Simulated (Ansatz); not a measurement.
**A computed series for ZrN: pressure series**

Start from ZrN in the rock salt structure (space group Fm-3m, No. 225; a = 4.595 Å).

Cell and atoms are relaxed at each pressure.

The values are results of DFT with PBE, PAW potentials and a 420 eV plane-wave cutoff in Ansatz (a quantum-chemistry and plane-wave program), spin-orbit coupling left out, not measurements.

```tsv
pressure (GPa)	volume per atom (Å³/atom)
-2	12.224
-1	12.174
0	12.125
0.9	?
2.1	12.025
4.5	11.916
9	11.725
15	11.492
30	10.998
```

Fit the third-order Birch–Murnaghan form P(V) = (3B₀/2)[(V₀/V)^(7/3) − (V₀/V)^(5/3)]·[1 + (3/4)(B₀′ − 4)((V₀/V)^(2/3) − 1)] (squares taken in P) to the rows shown and predict the withheld row.

Least squares on the printed values gives V₀ = 12.125 Å³/atom, B₀ = 250 GPa, B₀′ = 4.3; this predicts 12.082 Å³/atom, and the run gives 12.083 Å³/atom, in agreement.

Load acts through the strain it causes; cell and atoms are relaxed under it. Whether these cells are dynamically stable was not tested. Competing high-pressure phases were not computed. The final runs are not spin-polarised. An odd electron count without spin: ZrN.
